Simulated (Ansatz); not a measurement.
For Y₂C (R-3m, No. 166), PBEsol (plane waves, PAW; Ansatz, an electronic-structure program) gives:

```
Quantity                           Value
------------------------------  --------
equilibrium lattice constant a   3.563 Å
lattice parameter c             18.262 Å
```

Task: What does r²SCAN-D4 (PAW; Ansatz) give for the same quantities?

Result: 
- lattice constant a: 3.610 Å (goes up by 1.3 %)
- lattice parameter c: 18.318 Å (rises by 0.3 %)

Changes are worked out from the printed values.

Unless a cell is named, each level is at its own relaxed cell (PBEsol 22.31, r²SCAN-D4 22.97 Å³/atom).

Ansatz's density-functional and Hartree–Fock values are scalar-relativistic unless marked +SOC, with PAW data made under PBE.
